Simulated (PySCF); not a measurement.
PySCF 2.14.0, CCSD (frozen core)/cc-pvdz: C[Si@@]1(O)C=C[SiH2]1, 14 atoms. The geometry is a generated start, not checked to be a minimum at this level.

```
Item                                                  Result
-------------------------------  ---------------------------
task                                                    ccsd
basis                                                cc-pvdz
two-electron scheme              exact four-centre integrals
frozen core                                             true
mf.init_guess                                minao (default)
mf.DIIS                                      CDIIS (default)
mf.diis_space                                    8 (default)
mf.conv_tol                                  1e-09 (default)
basis functions (reference run)                          132
```

On 4 threads, 1 BLAS thread. Build: conda-forge: OpenMP (GNU), OpenBLAS with its own threads, libcint, Libxc. One run each, on a shared machine, so no times are given.

Values of mol.max_memory tried: 8000 MB, 4000 MB, 2000 MB, 1000 MB, 500 MB, 300 MB, 200 MB.

Problem. What happens as the memory setting falls?

Solution. It runs down to 200 MB, the lowest tried, with the same result. At 8000 MB: SCF integrals in memory, transformation in memory. From 2000 MB down: SCF integrals in memory, transformation through a file. From 300 MB down: direct SCF, transformation through a file.

| mol.max_memory | path | peak memory |
|---|---|---|
| 8000 MB | SCF integrals in memory, transformation in memory | 1.5 GiB |
| 4000 MB | SCF integrals in memory, transformation in memory | 1.5 GiB |
| 2000 MB | SCF integrals in memory, transformation through a file | 1.7 GiB |
| 1000 MB | SCF integrals in memory, transformation through a file | 1.7 GiB |
| 500 MB | SCF integrals in memory, transformation through a file | 1.6 GiB |
| 300 MB | direct SCF, transformation through a file | 1.4 GiB |
| 200 MB | direct SCF, transformation through a file | 1.4 GiB |

Peak memory is the kernel's count for the largest process, libraries included and scratch files not. The peak passes the setting at 1000 MB, 500 MB, 300 MB, 200 MB: it is no hard cap.
